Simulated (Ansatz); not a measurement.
The starting structures come from a database of crystals and need not be the phases stable at ambient conditions.

 Where the default PAW files enter, the runs use the earlier of Ansatz's two default sets.

Consider the following.

```
CELL_PARAMETERS angstrom
      3.85882     0.00000     0.00000
      1.92941     6.50375     0.00000
      0.00000     0.05884     4.01819
ATOMIC_POSITIONS crystal
  Nb 0.85348 0.29304 0.93194
  Nb 0.14652 0.70696 0.06806
  O  0.85096 0.29808 0.48437
  O  0.14904 0.70192 0.51563
  O  0.00000 0.00000 0.00000
  O  0.68510 0.62980 0.00543
  O  0.31490 0.37020 0.99457
```

Space group of this cell: C2/m. The cell is taken as given; by r2SCAN its mean pressure is -6.0 GPa.

Calculation: r2SCAN (plane waves, PAW; Ansatz, an electronic-structure program).

The current runs along the normal of the first two printed vectors; no spin-orbit coupling. Scaled by the factor s: the length along the current (ions clamped). Meshes 8×8×8 and 8×6 across the current in all rows.

```
s     mean pressure (GPa)  band gap (eV)
----  -------------------  -------------
0.97                  1.5           2.75
1.00                 -6.0           2.60
1.03                -11.7              ?
```

Question: Take the slope of the band gap against ln s from the two given rows, extrapolate to s = 1.03, and say what the run there gives.

Answer: Slope = (2.75 − 2.60) / ln 0.97 = -4.92 eV. The line gives 2.60 + (-4.92) × ln 1.03 = 2.45 eV. The run gives 2.45 eV, as the line does.
